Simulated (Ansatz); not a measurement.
Input:

```yaml
crystal:
  lattice:
    - [4.11886, 0.00000, 0.00000]
    - [2.05943, 3.56703, 0.00000]
    - [2.05943, -1.18901, 3.45562]
  atoms:
    - { symbol: Pb, position: [0.00000, 0.00000, 0.00000] }
    - { symbol: F, position: [0.50380, 0.24810, 0.74430] }
    - { symbol: F, position: [0.49620, 0.75190, 0.25570] }
```

No spin polarisation.

All numbers come from PBEsol/PAW in Ansatz (a program for electronic structure), no spin-orbit coupling. Settings: 10×10×10 k-points, 0.05 eV Fermi–Dirac smearing.

Task: Predict the band gap, in-plane stress and space group.

Result: Band gap: 4.30 eV
Mean in-plane stress (compression positive): +1.2 GPa
Space group: R-3m (No. 166)

Spin-orbit coupling, missing from the scalar runs, can matter with Pb. The cells carry an imposed strain or load. Whether these cells are dynamically stable was not tested. The cell was made from PbF2 in the fluorite structure (space group Fm-3m, No. 225) by this change: biaxial strain −1.25 %, plane normal [111], relaxed out of plane.
